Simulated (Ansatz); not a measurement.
# Se with two functionals, uniaxial stress, 8 GPa tension along z

The reference is Se (space group P3_121, No. 152; a = 4.5294 Å, c = 5.0424 Å; made of chains). Axes: x lies along a and z along c of the hexagonal cell.

(Cell as relaxed with PBE.)

Levels (all Ansatz, a quantum-chemistry and plane-wave program, PAW, earlier PAW set): PBE (420 eV, no spin-orbit coupling); r2SCAN (500 eV, without spin-orbit coupling).

Each level relaxes its own structure.

```csv
base,PBE,r2SCAN
volume per atom,29.86 Å³,29.25 Å³
lattice parameter a,4.529 Å,4.507 Å
band gap,1.04 eV,1.33 eV
```

Modification: uniaxial stress, 8 GPa tension along z, with the cell and atoms free to relax against it.

```tsv
quantity	PBE	r2SCAN
energy relative to the base (free energy F)	+90 meV/atom	…
volume per atom	27.54 Å³	…
band gap	zero	…
```

Task: Predict the r2SCAN column.

Result: 
- energy relative to the base (free energy F), r2SCAN: +85 meV/atom
- volume per atom, r2SCAN: 27.54 Å³
- band gap, r2SCAN: zero

PBE's energy relative to the base lies 5.7 meV/atom above r2SCAN's; the two agree on the volume per atom and band gap. Neither level is exact; r2SCAN is the comparison here, not a measurement.

The mesh was chosen for an insulator and is coarse for the gapless case. Load acts through the strain it causes; cell and atoms are relaxed under it. Stability under load was not tested beyond the relaxation. No dispersion term is included, though the crystal is made of layers, chains or molecules, so its spacings can come out too wide. A zero or small gap of Se under uniaxial stress, 8 GPa tension along z can be the functional's error rather than a property of the material.
